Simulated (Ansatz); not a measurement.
We consider Ga2O3 (C2/m, No. 12, 10 atoms in the cell; start COD 7249717), described by PBE0 (Ansatz, a quantum-chemistry and plane-wave program, plane waves, PAW).

Numerical settings: plane-wave cutoff 460 eV, 8×8×4 k mesh (along the axes of the cell as run), Fermi–Dirac smearing 0.01 eV, scalar-relativistic PAW data made under PBE.

Cell (measured lattice):

```cif
data_Ga8O12
_chemical_formula_sum 'Ga8 O12'
_space_group_name_H-M_alt 'C2/m'
_space_group_IT_number 12
_space_group_name_Hall '-C 2y'
_cell_length_a 12.24700
_cell_length_b 3.04400
_cell_length_c 5.81360
_cell_angle_alpha 90.000
_cell_angle_beta 103.866
_cell_angle_gamma 90.000
loop_
_atom_site_label
_atom_site_type_symbol
_atom_site_symmetry_multiplicity
_atom_site_Wyckoff_symbol
_atom_site_fract_x
_atom_site_fract_y
_atom_site_fract_z
_atom_site_occupancy
Ga1 Ga 4 i 0.09049 0.00000 0.29448 1
Ga2 Ga 4 i 0.34134 0.00000 0.18609 1
O1 O 4 i 0.17360 0.00000 0.06350 1
O2 O 4 i 0.16460 0.00000 0.60900 1
O3 O 4 i 0.00370 0.50000 0.24340 1
```
(The calculation used a cell of 10 atoms; values per cell refer to that cell.)

Task: What does this level give for the band gap and smallest direct gap on the k points sampled?

Result: 
- band gap = 4.88 eV (indirect)
- smallest direct gap on the k points sampled = 4.90 eV

Note: cell and atoms aren't relaxed at this level (largest force component 0.12 eV/Å, pressure -0.3 GPa).

Spin–orbit coupling is not included.

The computed numbers hold no vibrational or temperature effects.

Cost on a shared machine: around 10 core-minutes (rough).
